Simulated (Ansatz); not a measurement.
Abridged Ansatz (an electronic-structure program) output:

```
Relaxation: its limit of steps is 30 (relax.max_steps)
Pseudopotential: N, paw, valence charge 5
Pseudopotential: Ga, paw, valence charge 13
Crystal: 2 atoms, lattice volume = 22.752 Å³
Basis set: ecut = 420 eV, 459 PW (Γ), exchange–correlation on 48×48×48 points (8 copies of the dense FFT grid, shifted against one another)
Bands: 13, of which v1, the nominal top of the filled ones, is band 9 counted from 1 (8 counted from 0)
Symmetry: 24 space group operations
k-points: 680 of 24389 (time reversal used)
Functional: x = pbesol(κ = 0.804, μ = 0.12345679012345678), c = pbesol(β = 0.046)
SCF iter   1: F=—  HF=-4122.953872 eV  |F-HF|=—  |Δ(HF+E_count)|=         —  Δρ=1.21e-2  dr2=3.53e-2  ethr=1.77e-3  ⟨swp⟩=5.3  Hψ=47349  notcnv=0
SCF iter   2: F=—  HF=-4122.948339 eV  |F-HF|=—  |Δ(HF+E_count)|=   5.53e-3  Δρ=7.76e-3  dr2=1.57e-2  ethr=1.96e-4  ⟨swp⟩=1.8  Hψ=15299  notcnv=0
SCF 1 converged in 7 iterations: F = -4122.944017 eV  dr2 = 3.65e-11
relax step   1: F+E_penalty+E_count = -4122.94401718 eV  Δ(F+E_penalty+E_count) = +0.000e0 eV  max|allowed force component| = 2.220e-16 eV/Å  Δτ_max = 0.0000 Å  (7 SCF iters, accepted)
SCF converged after 7 iterations
Free energy (F): -4122.944017 eV
Internal energy: -4122.943590 eV  (E = F + TS)
E sigma→0 (E₀):  -4122.943803 eV
Entropy (-TS):   -0.000427 eV (-0.214 meV/atom)
Fermi energy:    9.518463 eV
--- Forces (eV/Å), atoms counted from 1 ---
  atom   1  N      0.00000000    -0.00000000    -0.00000000
  atom   2  Ga    -0.00000000     0.00000000     0.00000000
--- Stress (GPa, compression-positive) ---
        0.228142       0.000000      -0.000000
        0.000000       0.228142       0.000000
       -0.000000       0.000000       0.228142
  P = ⅓ Tr σ = 0.2281 GPa (2.281 kbar)
--- Relaxed structure (1 steps of the walk, 1 accepted, 0 SCFs on fresh bases) ---
  atoms:
    - { symbol: N, position: [0.75, 0.75, 0.75] }
    - { symbol: Ga, position: [0.0, 0.0, 0.0] }
```

Task: What was computed, and what are the main results?

Result: GaN, 2 atoms in the cell, with PBEsol, PAW, 420 eV (Ansatz; without spin-orbit coupling). The last SCF converged to F = -4122.944017 eV, or -2061.4720 eV per atom. The total energy compares only with runs of the same code, potentials and settings.

Carriers are added with a uniform compensating background; total energy and stress of such cells depend on the potential's zero and are not compared; many-body gap narrowing is missing at this level. No phonon test of stability was made. The cell was made from GaN in the zinc blende structure (space group F-43m, No. 216) by this change: holes 5.0×10^20 cm⁻³. This is not the structure that GaN has at room temperature and ambient pressure.

Keys are those of Ansatz 0.2.
